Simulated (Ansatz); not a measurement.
The starting structures come from a database of crystals and need not be the phases stable at ambient conditions.

Tunnelling through a barrier is set by its complex band structure: the current falls as exp(−2κd) with the smallest κ.

```
BiMg2O6P
1.0
    5.27086     0.00000     0.00000
    0.00000    11.88355     0.00000
    0.00000     5.94177     3.88831
Mg Bi P O
4 2 2 12
Direct
  0.75000   0.90067   0.39118
  0.25000   0.09933   0.60882
  0.25000   0.70815   0.39118
  0.75000   0.29185   0.60882
  0.25000   0.59831   0.00000
  0.75000   0.40169   0.00000
  0.75000   0.80242   0.00000
  0.25000   0.19758   0.00000
  0.00000   0.32813   0.34374
  0.00000   0.67187   0.65626
  0.50000   0.67187   0.65626
  0.50000   0.32813   0.34374
  0.49231   0.12361   0.00000
  0.50769   0.87639   0.00000
  0.99231   0.87639   0.00000
  0.00769   0.12361   0.00000
  0.75000   0.89318   0.67588
  0.25000   0.10682   0.32412
  0.25000   0.43094   0.67588
  0.75000   0.56906   0.32412
```

Space group of this cell: Cmcm. The cell is taken as given; by PBEsol its mean pressure is 2.4 GPa.

Transport runs along the normal of the first two printed cell vectors.

No gap correction and no spin-orbit coupling; mid-gap values are interpolated between computed energies.

Problem. Estimate the band gap and the smallest decay constant κ at mid-gap that PBEsol (Ansatz, a program for electronic structure) returns for this system.

Solution. Gap 3.67 eV on a 6×8×8 mesh; κ = 0.392 1/Å, at the zone centre.
